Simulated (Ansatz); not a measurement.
Start from Zr in the hcp (Mg type) structure (space group P6_3/mmc, No. 194; a = 3.144 Å, c = 5.093 Å; relaxed with 0.1 eV smearing). Axes: x lies along a and z along c of the hexagonal cell.

Level of theory: DFT with LDA, PAW potentials and a 420 eV plane-wave cutoff in Ansatz (a quantum-chemistry and plane-wave program), no spin-orbit coupling.

Perturbation: uniaxial strain ε_zz = +2.00 %, all other strain components held at zero; the atoms relax in the strained cell.

Estimate the effect on the stress.

The stress (xx, yy, zz, yz, xz, xy; compression positive) is (-1.6, -1.6, -3.3, 0.0, 0.0, 0.0) GPa.

Estimate the effect on the energy relative to the base.

The energy goes up by 4.6 meV/atom.

Whether these cells are dynamically stable was not tested. The final runs are not spin-polarised.
